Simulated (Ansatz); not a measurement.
**InPd, response to strain**

Take InPd in the CsCl type structure (space group Pm-3m, No. 221; a = 3.2480 Å; relaxed with 0.1 eV smearing) as the base. Axes: x, y, z lie along the cube axes.

Strains are applied to the cell and any free atomic positions relax; under biaxial strain the out-of-plane vector relaxes too.

Computed with PBEsol in Ansatz (plane waves to 420 eV, PAW, no spin-orbit coupling).

| biaxial strain, plane normal [001], relaxed out of plane (%) | out-of-plane strain (%) |
|---|---|
| 0 | 0.00 |
| 0.5 | -0.80 |
| 1 | -1.56 |
| 1.5 | ? |
| 2 | -3.01 |
| 2.5 | -3.69 |
| 3 | -4.33 |

Fit ε⊥ = −νε + γε² (strains in %) to the rows shown and predict the withheld row.

Least squares on the printed values gives ν = 1.63 (the biaxial Poisson response) and γ = 0.060 (largest residual 0.00 %); this predicts -2.30 %, and the run gives -2.30 %, in agreement.

Stability against distortions was not tested. The final runs are not spin-polarised.

Ansatz is a first-principles code.
